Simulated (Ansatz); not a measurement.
In a (4,4) carbon nanotube, spin-degenerate bands cross the Fermi level 2 times between Γ and the zone edge.

Method: PBE (plane waves to 420 eV, PAW; Ansatz, a quantum-chemistry and plane-wave program). Mesh 1×1×30. No spin polarisation. It repeats along c; a and b span vacuum. An idealised model, rolled from the flat sheet. Only distortions within the start's symmetry and period were free.

Q: What are the conductance and the two-terminal resistance of a perfect, endless piece?

A: Each crossing on the half of the zone with k > 0 has a partner at −k, so it gives one mode in each direction. Counting spin there are 4 modes, each carrying e²/h = 38.74 μS. G = 4 × 38.74 = 155.0 μS and R = 1/G = 6.45 kΩ, whatever the length. Scattering by phonons, roughness and contacts can only raise R.
